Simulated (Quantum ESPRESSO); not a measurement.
Worked example: self-consistent single point of InGaTe₂ (I4/mcm, 8 atoms in the cell) in Quantum ESPRESSO.

Method: PBEsol, PseudoDojo standard norm-conserving (PBESOL) pseudopotentials (plane waves; Quantum ESPRESSO).

The change in words: lattice scaled by 0.98. Reference geometry:
```
CELL_PARAMETERS angstrom
     -4.32802     4.32802     3.44395
      4.32802    -4.32802     3.44395
      4.32802     4.32802    -3.44395
ATOMIC_POSITIONS crystal
  In 0.75000 0.75000 0.00000
  In 0.25000 0.25000 0.00000
  Ga 0.25000 0.75000 0.50000
  Ga 0.75000 0.25000 0.50000
  Te 0.17133 0.67133 0.84266
  Te 0.82867 0.32867 0.15734
  Te 0.67133 0.82867 0.50000
  Te 0.32867 0.17133 0.50000
```

Reference input (self-consistent single point, DFT, PBEsol, plane waves, PseudoDojo standard norm-conserving (PBESOL) pseudopotentials): ecutwfc = 85 Ry; occupations = smearing; smearing = gaussian; degauss = 0.019992 Ry; potentials = {In: In.upf, Ga: Ga.upf, Te: Te.upf}; K_POINTS = automatic 3 3 3 0 0 0; conv_thr = 1e-10 Ry. This run's input differs from it in these lines:

```diff
@@ -26,14 +26,14 @@
 CELL_PARAMETERS angstrom
-  -4.3280220000     4.3280220000     3.4439480000
-   4.3280220000    -4.3280220000     3.4439480000
-   4.3280220000     4.3280220000    -3.4439480000
+  -4.2414620000     4.2414620000     3.3750690000
+   4.2414620000    -4.2414620000     3.3750690000
+   4.2414620000     4.2414620000    -3.3750690000
 ATOMIC_POSITIONS angstrom
-In    0.0000000000    0.0000000000    5.1659220000
-In    0.0000000000    0.0000000000    1.7219740000
-Ga    4.3280220000    0.0000000000    1.7219740000
-Ga    0.0000000000    4.3280220000    1.7219740000
-Te    5.8110620185    1.4830400185    0.0000000000
-Te   -1.4830400185    2.8449819815    3.4439480000
-Te    2.8449819815    1.4830400185    3.4439480000
-Te    1.4830400185    2.8449819815    0.0000000000
+In    0.0000000000    0.0000000000    5.0626035000
+In    0.0000000000    0.0000000000    1.6875345000
+Ga    4.2414620000    0.0000000000    1.6875345000
+Ga    0.0000000000    4.2414620000    1.6875345000
+Te    5.6948413689    1.4533793689    0.0000000000
+Te   -1.4533793689    2.7880826311    3.3750690000
+Te    2.7880826311    1.4533793689    3.3750690000
+Te    1.4533793689    2.7880826311    0.0000000000
 K_POINTS automatic
```

Output (repeated stretches shortened):

```
     Self-consistent Calculation

     iteration #  1     ecut=    85.00 Ry     beta= 0.70

---- Real-time Memory Report at c_bands before calling an iterative solver
           360 MiB given to the printing process from OS
           318 MiB allocation reported by mallinfo(arena+hblkhd)
------------------

     Threshold (ethr) on eigenvalues was too large:
     Diagonalizing with lowered threshold

---- Real-time Memory Report at c_bands before calling an iterative solver
           440 MiB given to the printing process from OS
           343 MiB allocation reported by mallinfo(arena+hblkhd)
------------------

   [... lines left out ...]

---- Real-time Memory Report at c_bands before calling an iterative solver
           492 MiB given to the printing process from OS
           431 MiB allocation reported by mallinfo(arena+hblkhd)
------------------

     total energy              =   -1407.60731739 Ry
     estimated scf accuracy    <          1.3E-10 Ry

     iteration # 10     ecut=    85.00 Ry     beta= 0.70

---- Real-time Memory Report at c_bands before calling an iterative solver
           498 MiB given to the printing process from OS
           436 MiB allocation reported by mallinfo(arena+hblkhd)
------------------
     End of self-consistent calculation

     the Fermi energy is     8.6442 ev

!    total energy              =   -1407.60731739 Ry
     estimated scf accuracy    <          1.0E-11 Ry
     smearing contrib. (-TS)   =      -0.00245025 Ry
     internal energy E=F+TS    =   -1407.60486714 Ry

     convergence has been achieved in  10 iterations

     Forces acting on atoms (cartesian axes, Ry/au):

     atom    1 type  1   force =     0.00000000    0.00000000    0.00000000
     atom    2 type  1   force =     0.00000000    0.00000000    0.00000000
     atom    3 type  2   force =     0.00000000    0.00000000   -0.00000000
     atom    4 type  2   force =     0.00000000   -0.00000000    0.00000000
     atom    5 type  3   force =     0.00157003    0.00157003    0.00000000
   [... lines left out ...]

     Total force =     0.004441     Total SCF correction =     0.000008

          total   stress  (Ry/bohr**3)                   (kbar)     P=      -13.56
  -0.00009754  -0.00000000  -0.00000000          -14.35       -0.00       -0.00
  -0.00000000  -0.00009754  -0.00000000           -0.00      -14.35       -0.00
  -0.00000000  -0.00000000  -0.00008146           -0.00       -0.00      -11.98

   JOB DONE.
```

The run converged in 10 iterations. Against the reference run the free energy drops by 28.2 meV/atom, the pressure goes from -3.31 to -1.36 GPa and the largest force goes from 0.323 to 0.057 eV/Å.

The starting cell comes from a database of computed structures (which also holds hypothetical and non-ambient phases and stackings), without a prior relaxation at this level. Its lattice was rescaled by a random factor within 2.5 % of one. For this run, on top of that: lattice scaled by 0.98. The run gives no clean gap (levels at the Fermi energy touch, overlap or are partly filled at this smearing), which alone does not show that the compound is a metal.

Cost on one core of a shared machine: roughly 10 min.
